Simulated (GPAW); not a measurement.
Band structure of Li3Mg (P6_3/mmc, 8 atoms in the cell).

```
Li3Mg
1.0
    6.09096     0.00000     0.00000
   -3.04548     5.27493     0.00000
    0.00000     0.00000     5.01154
Li Mg
6 2
Cartesian
  1.52368   0.87970   1.25289
  1.52180   4.39523   3.75866
  0.00000   1.75940   3.75866
  3.04548   3.51553   1.25289
  4.56728   0.87970   1.25289
 -1.52180   4.39523   3.75866
  0.00000   3.51662   1.25289
  3.04548   1.75831   3.75866
```

Method: LDA (Perdew-Wang 92), GPAW PAW datasets LDA (gpaw-data 1.0.1) (plane waves; GPAW).

Settings: mode = pw; ecut = 800 eV; xc = LDA; kpts = 4 4 5; mesh shift (steps) = 0 0 0; occupations.name = fermi-dirac; occupations.width = 0.05 eV; nbands = -14; convergence.density = 1e-05 e/electron; symmetry.symmorphic = false; symmetry.tolerance = 0.0005; maxiter = 100; bandpath_npoints = 40.

The starting cell comes from a database of computed structures (which also holds hypothetical and non-ambient phases and stackings), without a prior relaxation at this level.

Levels in eV from the Fermi level, bands 10 to 17:
```json
[
 {"point": "Γ", "10": "-0.68", "11": "-0.54", "12": "-0.54", "13": "-0.39", "14": "-0.24", "15": "0.74", "16": "0.74", "17": "1.99"},
 {"point": "M", "10": "-3.25", "11": "-1.23", "12": "-0.95", "13": "0.82", "14": "0.99", "15": "2.26", "16": "2.60", "17": "2.73"},
 {"point": "K", "10": "-3.44", "11": "-2.32", "12": "0.99", "13": "1.24", "14": "1.24", "15": "1.52", "16": "1.65", "17": "1.65"},
 {"point": "A", "10": "-3.41", "11": "0.27", "12": "0.27", "13": "0.27", "14": "0.27", "15": "0.48", "16": "0.48", "17": "2.01"},
 {"point": "L", "10": "-2.78", "11": "-1.71", "12": "-1.71", "13": "0.08", "14": "0.08", "15": "0.11", "16": "0.11", "17": "4.12"},
 {"point": "H", "10": "-2.65", "11": "-1.50", "12": "-1.50", "13": "-1.22", "14": "-1.22", "15": "1.83", "16": "1.83", "17": "2.42"}
]
```

Bands cross the Fermi level along this path, so the cell is metallic at this level.
